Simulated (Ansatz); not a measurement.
**HfSi (model structure, started from the NiAs type, P6₃/mmc, No. 194, 4 atoms in the cell): properties by level of theory**

```json
[
 {"level (code)": "PBE (Ansatz)", "lattice constant a (Å)": "3.739", "c axis length (Å)": "6.650"},
 {"level (code)": "PBEsol (Ansatz)", "lattice constant a (Å)": "3.685", "c axis length (Å)": "6.625"},
 {"level (code)": "PBE-D3(BJ) (Ansatz)", "lattice constant a (Å)": "3.687", "c axis length (Å)": "6.632"}
]
```

Ansatz's density-functional and Hartree–Fock values are scalar-relativistic unless marked +SOC, with PAW data made under PBE.

Static lattice: no zero-point or thermal effects.

A model structure was made by putting elements into a prototype or built by hand; it is no filed structure, need not be a known phase, and can be a saddle point held by its symmetry.

Ansatz is a quantum-chemistry and plane-wave program.
